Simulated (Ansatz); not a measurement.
Base system: NaCl in the rock salt structure (space group Fm-3m, No. 225; a = 5.601 Å).

Structures relaxed with PBEsol (Ansatz, a first-principles code, PAW, without spin-orbit coupling).

Base:

Simulated powder pattern, Cu Kα1, λ = 1.54056 Å (kinematic, ideal powder, no thermal factors, no anomalous dispersion; the 8 strongest lines at most, above 2 %, up to 2θ = 90°):

```csv
2θ (°),I/Imax (%),hkl
27.56,8.1,(111)
31.93,100,(200)
45.78,66,(220)
56.90,21,(222)
66.74,9.3,(400)
75.90,25,(420)
84.70,18,(422)
```

It is then changed as follows: an isotropic linear strain of +0.50 %, atoms relaxed at fixed cell.

After the change:

Simulated powder pattern, Cu Kα1, λ = 1.54056 Å (kinematic, ideal powder, no thermal factors, no anomalous dispersion; the 8 strongest lines at most, above 2 %, up to 2θ = 90°):

| 2θ (°) | I/Imax (%) | hkl |
|---|---|---|
| 27.42 | 8.1 | (111) |
| 31.76 | 100 | (200) |
| 45.54 | 66 | (220) |
| 56.59 | 21 | (222) |
| 66.37 | 9.3 | (400) |
| 75.46 | 25 | (420) |
| 84.18 | 18 | (422) |

The indices refer to the base's conventional cell; one index is shown for lines that coincide.

Whether these cells are dynamically stable was not tested.
